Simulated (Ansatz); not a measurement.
The starting structures come from a database of crystals and need not be the phases stable at ambient conditions.

Inside the gap of an insulator the Bloch states are evanescent, with a wavenumber k + iκ along the transport direction.

Given:

```
CELL_PARAMETERS angstrom
      4.47932     0.00000     0.00000
      0.00000     4.47932     0.00000
      2.23966     2.23966     3.16736
ATOMIC_POSITIONS crystal
  Mg 0.00000 0.00000 0.00000
  Te 0.25000 0.75000 0.50000
```

Space group of this cell: F-43m, zinc blende. The cell is strained (all lengths scaled by 0.98); by PBEsol its mean pressure is 2.0 GPa.

Transport runs along the normal of the first two printed cell vectors, the (001) plane of the conventional cell.

No gap correction and no spin-orbit coupling; mid-gap values are interpolated between computed energies.

**Question.** Compute, with Ansatz (a first-principles code) with PBEsol, the band gap and the smallest decay constant κ at mid-gap.

**Answer.** Gap 2.56 eV on a 10×10×10 mesh; κ = 0.172 1/Å, at the zone centre.
